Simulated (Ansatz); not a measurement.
Seebeck coefficient (μV/K, mean over directions) of n-type AlP (F-43m) against carrier density, PBEsol, rigid bands run with Ansatz (a first-principles code). Computed gap 1.45 eV; densities at which minority carriers matter at this gap, or further valleys turn the trend, are left out. Conductivity mass 0.33 mₑ (harmonic mean over directions), N_c = 1.7e19 cm⁻³ at 300 K.

```
electron density  300 K  500 K
----------------  -----  -----
1e16 cm⁻³          -853   -921
1e17 cm⁻³           [?]   -722
1e18 cm⁻³          -457   -524
3e18 cm⁻³          -363   -430
1e19 cm⁻³          -263   -328
3e19 cm⁻³          -177   -238
1e20 cm⁻³           [?]   -148
3e20 cm⁻³           -52    -86
1e21 cm⁻³           -28    -47
```

**Question.** Some entries are withheld; supply them.

**Answer.** 
- 1e17 cm⁻³, 300 K: -655
- 1e20 cm⁻³, 300 K: -99

Rigid bands with a gap fixed in temperature, one relaxation time for all states, no polarons or phonon drag, and whether or not such doping can be reached. Spin-orbit coupling is left out.
